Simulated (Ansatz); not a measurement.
Some atoms of an NVE trajectory of composition Si15As, cell Si60As4, brought to this temperature after a much hotter stage [in the run: it was liquid; mean temperature 2232 K (target 2090 K); density 2.50 g/cm³]; time step 2.0 fs, velocity Verlet. All values below come from PBE (plane waves, PAW; Ansatz, a program for electronic structure). On the run's last frame a denser k-mesh moved the forces by 0.094 eV/Å rms, the static pressure by 0.00 GPa and the free energy by 0 meV/atom, which is about how far such values are converged.

```json
[
 {"atom": "Si10", "mass (u)": "28.085", "x y z (Å)": "7.36779 24.12748 6.36128", "v (Å/fs)": "-0.006843 0.011715 -0.006169", "F (eV/Å)": "-0.2492 0.2145 0.6844"},
 {"atom": "Si11", "mass (u)": "28.085", "x y z (Å)": "6.69900 1.85995 15.14209", "v (Å/fs)": "0.004609 0.002516 0.011738", "F (eV/Å)": "0.5593 -0.0082 -1.3619"},
 {"atom": "Si28", "mass (u)": "28.085", "x y z (Å)": "26.98287 9.26941 11.23350", "v (Å/fs)": "-0.005759 -0.009247 -0.005865", "F (eV/Å)": "-0.0278 0.0829 -1.0599"},
 {"atom": "Si36", "mass (u)": "28.085", "x y z (Å)": "0.15854 17.41074 -6.18446", "v (Å/fs)": "0.001745 0.001175 0.001823", "F (eV/Å)": "0.0128 -0.2631 0.1658"},
 {"atom": "Si53", "mass (u)": "28.085", "x y z (Å)": "2.44561 9.06729 7.56169", "v (Å/fs)": "0.013810 0.001111 -0.001531", "F (eV/Å)": "1.4228 0.6342 -0.2847"},
 {"atom": "Si55", "mass (u)": "28.085", "x y z (Å)": "-1.56779 0.80235 -6.14309", "v (Å/fs)": "0.001611 0.000257 0.005792", "F (eV/Å)": "-0.1251 0.3981 -2.0044"},
 {"atom": "Si56", "mass (u)": "28.085", "x y z (Å)": "-0.29544 6.32894 -0.93054", "v (Å/fs)": "-0.003824 -0.006465 0.005309", "F (eV/Å)": "-0.0005 0.0663 0.3897"},
 {"atom": "As63", "mass (u)": "74.922", "x y z (Å)": "7.10675 2.13049 9.96164", "v (Å/fs)": "-0.004643 -0.000386 -0.001359", "F (eV/Å)": "0.9210 -0.2334 0.3505"}
]
```

**Question.** Give their positions one step later.

**Answer.** x' = x + vΔt + FΔt²/(2m), with 1 eV/(Å·u) = 0.0096485 Å/fs².
```tsv
atom	x' y' z' (Å)
Si10	7.35394 24.15106 6.34941
Si11	6.70860 1.86498 15.16463
Si28	26.97133 9.25098 11.22104
Si36	0.16204 17.41291 -6.18070
Si53	2.47420 9.06995 7.55843
Si55	-1.56466 0.80314 -6.13289
Si56	-0.30309 6.31606 -0.91965
As63	7.09770 2.12966 9.95901
```
